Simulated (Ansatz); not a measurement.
Cubic perovskite BaZrO₃, treated with r²SCAN+SOC (PAW; Ansatz, a program for electronic structure).

Input:

Ansatz 0.2 input:
```yaml
crystal:
  lattice:
    - [4.287494337, 0.0, 0.0]
    - [0.0, 4.287494337, 0.0]
    - [0.0, 0.0, 4.287494337]
  atoms:
    - { symbol: Ba, position: [0.0, 0.0, 0.0] }
    - { symbol: Zr, position: [0.5, 0.5, 0.5] }
    - { symbol: O, position: [0.5, 0.0, 0.5] }
    - { symbol: O, position: [0.0, 0.5, 0.5] }
    - { symbol: O, position: [0.5, 0.5, 0.0] }
basis:
  ecutwfc: 560
  ecutrho_ratio: 4
  xc_grid: 3
kpoints:
  mp_grid: { grid: [8, 8, 8] }
hamiltonian:
  xc: r2scan
  dispersion: none
  pseudopotentials: { kind: paw }
scf:
  occupations: { method: fermi_dirac, width: 0.01 }
  convergence: { dr2_threshold: 0.0000000005 }
output:
  forces: true
  stress: true
  eigenvalues: true
magnetization:
  noncollinear: true
  spin_orbit: true
```

### Question
How many irreducible k-points, plane waves at Γ does the program set up, and what pressure does the run end with?

### Answer
35 irreducible k-points, 2373 plane waves at Γ; P = -8.38 GPa, so the cell is stretched on average and its volume would shrink at this level.

From the output:

```
Crystal: 5 atoms, lattice volume = 78.815 Å³
Basis set: ecut = 560 eV, 2373 PW (Γ), exchange–correlation on 108×108×108 points (27 copies of the dense FFT grid, shifted against one another)
Bands: 50, of which v1, the nominal top of the filled ones, is band 40 counted from 1 (39 counted from 0)
Symmetry: 48 space group operations + 48 with time reversal
k-points: 35 of 512
Initial density: superposition of atomic densities (chi_scale 0.1, normalization cell, long waves kept (reshape's long-wave potential 0.00 eV rms))
Functional: x = r2scan, c = r2scan; τ floored in thin density (d = 2e-4 eV/Å³)
spin=Noncollinear: Resta preconditioning applied to the charge; magnetization (m_x, m_y, m_z) channels mix plain (no charge-response kernel on spin).
SCF 1 converged in 10 iterations: F = -11856.777726 eV  dr2 = 1.72e-11
SCF converged after 10 iterations
Free energy (F): -11856.777726 eV
Internal energy: -11856.777726 eV  (E = F + TS)
E sigma→0 (E₀):  -11856.777726 eV
Fermi energy:    10.439769 eV
--- Forces (eV/Å), atoms counted from 1 ---
  atom   1  Ba    -0.00000000     0.00000000     0.00000000
  atom   2  Zr     0.00000000     0.00000000     0.00000000
  atom   3  O      0.00000000    -0.00000000     0.00000000
  atom   4  O      0.00000000     0.00000000    -0.00000000
  atom   5  O      0.00000000    -0.00000000     0.00000000
--- Stress (GPa, compression-positive) ---
       -8.377368      -0.000000       0.000000
        0.000000      -8.377368       0.000000
        0.000000       0.000000      -8.377368
  P = ⅓ Tr σ = -8.3774 GPa (-83.774 kbar)
```

The cell is one volume of an energy–volume scan, off the minimum.

The PAW data were made under PBE.

The result took about 110 core-seconds (a rough figure).
